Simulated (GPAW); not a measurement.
Worked example: self-consistent single point of NbC (P6_3/mmc, 4 atoms in the cell) in GPAW.

Method: LDA (Perdew-Wang 92), GPAW PAW datasets LDA (gpaw-data 1.0.1) (plane waves; GPAW).

```
CELL_PARAMETERS angstrom
      3.68897     0.00000     0.00000
     -1.84449     3.19475     0.00000
      0.00000     0.00000     4.43994
ATOMIC_POSITIONS crystal
  Nb 0.33333 0.66667 0.25000
  Nb 0.66667 0.33333 0.75000
  C  0.33333 0.66667 0.75000
  C  0.66667 0.33333 0.25000
```

Reference input (self-consistent single point, DFT PBEsol, plane waves, GPAW PAW datasets PBEsol (made by gpaw-setup)): mode = pw; ecut = 900 eV; xc = PBEsol; kpts = 8 8 6; mesh shift (steps) = 0 0 0; occupations.name = fermi-dirac; occupations.width = 0.136 eV; nbands = -10; symmetry.symmorphic = false; symmetry.tolerance = 0.0005; maxiter = 150. This run's input differs from it in these lines:

```diff
@@ -15,3 +15,3 @@
 calc = GPAW(mode=PW(900),
-            xc='PBEsol',
+            xc='LDA',
             kpts={'size': (8, 8, 6), 'gamma': True},
```

Its files differ too (potentials: GPAW PAW datasets LDA (gpaw-data 1.0.1)).

Output, abridged:

```
     iter     time        total  log10-change:
                         energy   eigst   dens
iter:   1 --:--:--   -52.994227
iter:   2 --:--:--   -50.587571   -1.10  -0.80
iter:   3 --:--:--   -45.071595   -0.33  -0.86
iter:   4 --:--:--   -45.166469   -2.22  -1.37
iter:   5 --:--:--   -45.022542   -1.72  -1.37
iter:   6 --:--:--   -44.985582   -1.96  -1.87
iter:   7 --:--:--   -44.990944   -3.36  -2.36
iter:   8 --:--:--   -44.970907   -2.82  -2.29
iter:   9 --:--:--   -44.971366   -3.42  -2.85
iter:  10 --:--:--   -44.971724c  -4.29  -2.90
iter:  11 --:--:--   -44.970553c  -4.10  -2.81
iter:  12 --:--:--   -44.970499c  -5.07  -3.65
iter:  13 --:--:--   -44.970505c  -6.72  -3.99
iter:  14 --:--:--   -44.970551c  -5.92  -4.06c
iter:  15 --:--:--   -44.970525c  -6.40  -3.93
iter:  16 --:--:--   -44.970520c  -6.99  -4.32c
iter:  17 --:--:--   -44.970518c  -7.57c -4.38c
Converged after 17 iterations.

Dipole moment: (-0.000000, 0.000000, 0.000000) |e|*Ang

Energy contributions relative to reference atoms: (reference = -209628.665193)

Kinetic:        +14.617851
Potential:      -26.327072
External:        +0.000000
XC:             -32.933384
Entropy (-ST):   -0.107231
Local:           -0.274298
SIC:             +0.000000
--------------------------
Free energy:    -45.024134
Extrapolated:   -44.970518

Showing only first 2 kpts
 Kpt  Band  Eigenvalues  Occupancy
  0    15      9.28612    1.99931
  0    16      9.28618    1.99931
  0    17     10.54215    0.43947
  0    18     10.81507    0.07295

  1    15      8.54768    2.00000
  1    16      9.78226    1.97375
  1    17      9.78232    1.97374
  1    18     12.08435    0.00001

Fermi level: 10.36981

No gap
No difference between direct/indirect transitions
Energy (eV): -44.970518

Forces in eV/Ang:
  0 Nb    0.00000    0.00000    0.00000
  1 Nb   -0.00000   -0.00000    0.00000
  2 C     0.00000    0.00000    0.00000
  3 C    -0.00000    0.00000   -0.00000

Stress tensor:
     0.046720     0.000000     0.000000
     0.000000     0.046720     0.000000
     0.000000     0.000000     0.078542
Stress (GPa, Voigt): [ 7.4853  7.4853 12.5839  0.      0.      0.    ]
```

The run converged in 17 iterations. GPAW prints stress with tension positive. 

At such cutoffs GPAW's stress carries a finite-basis (Pulay) error, which enters relaxed cells too; its log prints stress with tension positive.

The starting cell comes from a database of computed structures (which also holds hypothetical and non-ambient phases and stackings), without a prior relaxation at this level. Its lattice was rescaled by a random factor within 2.5 % of one. Spin polarisation is off.

Cost on one core of a shared machine: roughly 50 s.
